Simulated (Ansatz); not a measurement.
## Thermal expansion of GaN in the wurtzite structure

Method: the quasi-harmonic free energy, LDA in Ansatz (a program for electronic structure); phonon mesh 6×6×3, k mesh 12×12×6. Another polymorph of this substance is known too; which is more stable was not tested here. Dynamical quadrupoles are not included in the interpolation of the phonons between the solved wave vectors.

| T (K) | α_a (10⁻⁶/K) | α_c (10⁻⁶/K) | C_P (J/mol/K) | bulk modulus B_T (GPa) | γ |
|---|---|---|---|---|---|
| 100 | 0.7 | 0.6 | 12.8 | 199 | 0.43 |
| 200 | 2.4 | 2.2 | 26.2 | 198 | 0.71 |
| 300 | 3.9 | 3.5 | 35.2 | 196 | 0.85 |
| 400 | 4.8 | 4.4 | 40.5 | 195 | 0.91 |
| 500 | 5.4 | 4.9 | 43.6 | 193 | 0.94 |
| 600 | 5.8 | 5.3 | 45.6 | 191 | 0.96 |
| 700 | 6.1 | 5.5 | 46.9 | 189 | 0.98 |
| 800 | 6.3 | 5.7 | 47.8 | 187 | 0.99 |
| 900 | 6.5 | 5.9 | 48.5 | 185 | 0.99 |
| 1000 | 6.6 | 6.1 | 49.0 | 183 | 1.00 |

| Quantity | Result |
|---|---|
| conventional lattice constants at 300 K | a = 3.161 Å, c = 5.152 Å |
| entropy at 300 K | 32.4 J/(mol K) |
| adiabatic bulk modulus at 300 K | 197 GPa |
| bulk modulus without vibrations | 203 GPa |
| zero-point volume expansion | 0.70 % |

Computed at 300 K against measurement: Grüneisen parameter 0.85 computed, 0.70 measured (+21 %; Cormac Toher, Corey Oses, Jose J. Plata et al., Physical Review Materials (2017), arXiv:1611.05714); lattice constant a 3.161 computed, 3.189 measured Å (-0.9 %; M J Lucero, T M Henderson, G E Scuseria, Journal of Physics Condensed Matter (2012), arXiv:1111.4515); lattice constant c 5.152 computed, 5.185 measured Å (-0.6 %; M J Lucero, T M Henderson, G E Scuseria, Journal of Physics Condensed Matter (2012), arXiv:1111.4515). The source of the Grüneisen parameter states no temperature.  

Values include zero-point motion; explicit anharmonicity at fixed volume is left out.

No phase change or melting is allowed for: the numbers belong to this structure as given.

The PAW data sets were generated under PBE and serve the other functionals too.
